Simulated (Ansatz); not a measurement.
Consider MoTe2 (space group Fm-3m, No. 225; a = 6.565 Å; a hypothetical phase, not in the database extracts checked; relaxed with 0.1 eV smearing).

Perturbation: the cell is scaled by 0.9931 in all directions; the atoms relax in the strained cell.

Levels (all Ansatz, a first-principles code, PAW, earlier PAW set): PBEsol (420 eV, no SOC); r2SCAN (500 eV, spin-orbit coupling left out).

The geometry is relaxed with PBEsol.

| Item | Value |
|---|---|
| PBEsol pressure | 2.2 GPa |

Task: How does going to r2SCAN change the pressure?

Result: The pressure grows by 3.7 GPa to 5.9 GPa.

Single points use the geometry relaxed with PBEsol. Their cutoffs differ, which shifts pressures a little. Stability against distortions was not tested. All final runs are without spin polarisation. MoTe2 has a high density of states at the Fermi level and may be magnetic at this level.
